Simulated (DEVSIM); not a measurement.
System: illuminated Si n-on-p cell, one wavelength, with a back-surface field, at 250 K.

Layer 1 from the left is Si, thickness (μm) 0.830, Nd (cm⁻³) 1.1e18, τn (s) 3.6e-6, τp (s) 1.5e-6, absorption coefficient (cm⁻¹) 3900. Layer 2 from the left is Si, thickness (μm) 250, Na (cm⁻³) 2.1e16, τn (s) 0.0001, τp (s) 0.0001, absorption coefficient (cm⁻¹) 3900. Layer 3 from the left is Si, thickness (μm) 1.50, Na (cm⁻³) 1.8e18, τn (s) 0.0001, τp (s) 0.0001, absorption coefficient (cm⁻¹) 3900.

Left contact: ohmic, minority hole recombination velocity 3e6 cm/s. Right contact: ohmic, minority electron recombination velocity 10 cm/s. Voltage is applied to the left contact. Recombination: SRH at mid-gap, radiative, Auger. Gap narrowing is on: ΔEg = 6.92 meV × (l + √(l² + 0.5)), l = ln(N/1.3e17 cm⁻³), shared equally by both band edges. Light enters at the left, 1.8e18 photons cm⁻² s⁻¹, one pass, no reflection. Mobility is constant in doping.

The device is made up for the run: typed textbook-type constants, with dimensions and the other settings drawn at random. Values at 300 K; Nc and Nv go as T^1.5, mobilities as T to minus their exponent, the gap by Varshni's rule with the affinity fixed.

Si: gap (eV) 1.124, affinity (eV) 4.05, permittivity 11.7, Nc (cm⁻³) 2.86e19, Nv (cm⁻³) 3.1e19, μn (cm²/Vs) 1417, μp (cm²/Vs) 470, T exponent of μn 2.3, T exponent of μp 2.2, B (cm³/s) 4.7e-15, Cn (cm⁶/s) 2.8e-31, Cp (cm⁶/s) 9.9e-32, Varshni α (eV/K) 0.000473, Varshni β (K) 636.

Simulated with DEVSIM: 1D drift-diffusion, Boltzmann statistics, complete ionisation; no tunnelling, impact ionisation, image-force lowering or self-heating.

Dark forward current:

```
|V| (V)  |J| (A/cm²)
-------  -----------
0.20       1.771e-11
0.25       1.087e-10
0.30       8.667e-10
0.35        8.021e-9
0.40        7.896e-8
0.45        7.947e-7
0.50        8.059e-6
0.55        8.193e-5
0.60       0.0008333
0.65        0.008449
0.70         0.08295
0.75          0.6464
0.80           2.728
0.85           7.579
0.90           20.58
0.95           60.03
1.00           158.8
1.05           324.1
1.10           539.0
1.15           789.4
1.20            1066
1.25            1364
1.30            1678
1.35            2007
```

Work out the local ideality factor n = ΔV / (kT/q · ln(J2/J1)) between the rows 0.20 and 0.25 V, 0.55 and 0.60 V, 1.30 and 1.35 V.

kT/q = 21.54 mV. From 0.20 to 0.25 V: ln(1.087e-10/1.771e-11) = 1.814, n = 1.28. From 0.55 to 0.60 V: ln(0.0008333/8.193e-5) = 2.320, n = 1.00, near the 1 of diffusion or emission over a barrier. From 1.30 to 1.35 V: ln(2007/1678) = 0.179, n = 12.97.

What current could the absorbed light give at most, and what share is collected?

Σ αd = 98.4, so qΦ(1 − exp(−Σ αd)) = 288 mA/cm². The simulated short-circuit current is 248.8 mA/cm², a share of 0.86.

Estimate the open-circuit voltage by superposition: the voltage at which the dark current equals that short-circuit current.

Interpolating ln J in the table gives 0.727 V. The simulation gives 0.723 V; the estimate lies 4 mV above. Superposition holds where collection doesn't change with voltage.

Estimate the fill factor from FF0 = (v − ln(v + 0.72))/(v + 1), v = qVoc/(nkT), with n from the dark curve.

The rows about Voc, 0.70 and 0.75 V, give n = 1.13, so v = 29.7 and FF0 = 0.856. The simulation gives 0.864, the same within the digits that matter.
